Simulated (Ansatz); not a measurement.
Consider ZrB₂ (space group P6/mmm, No. 191; a = 3.155 Å, c = 3.506 Å; relaxed with 0.1 eV smearing). Axes: x lies along a and z along c of the hexagonal cell.

Computed with PBEsol (Ansatz, a program for electronic structure, PAW, without spin-orbit coupling).

Strains are applied to the cell and any free atomic positions relax.

One change was made to it. Results:

The energy rises by 3.3 meV/atom; the band gap is still zero.

Question: Which of these changes matches the shifts?
(A) uniaxial strain ε_zz = −0.50 %
(B) uniaxial strain ε_zz = +3.00 %
(C) uniaxial strain ε_zz = −1.50 %
(D) uniaxial strain ε_zz = −2.50 %

Answer: C, uniaxial strain ε_zz = −1.50 %. For comparison, the energy relative to the base in the other runs: uniaxial strain ε_zz = −2.50 % gives +9.3 meV/atom; uniaxial strain ε_zz = −0.50 % gives +0.4 meV/atom; uniaxial strain ε_zz = +3.00 % gives +12 meV/atom.

No phonon test of stability was made. The final runs are not spin-polarised.
